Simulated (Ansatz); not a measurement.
By PBEsol, the system below comes out a metal.

Without scattering a metal conducts by its projected Fermi surface.

Consider the following.

```
Ru
1.0
    2.65367     0.00000     0.00000
   -1.32684     2.29815     0.00000
    0.00000     0.00000     4.26810
Ru
2
Direct
  0.33333   0.66667   0.25000
  0.66667   0.33333   0.75000
```

Space group of this cell: P6_3/mmc, hcp (Mg type). The cell is strained (lengths across the current scaled by 0.98, ions clamped); by PBEsol its mean pressure is 8.4 GPa.

The current flows along the normal of the first two printed cell vectors, the (001) (indices of the unstrained crystal) plane of the conventional cell. No spin-orbit coupling; the value is a mean over 0.1 eV about the Fermi level.

Problem. Predict the ballistic conductance per area from Ansatz (a first-principles code) with PBEsol.

Solution. 1.8 × 10¹⁵ S/m² for both spins.
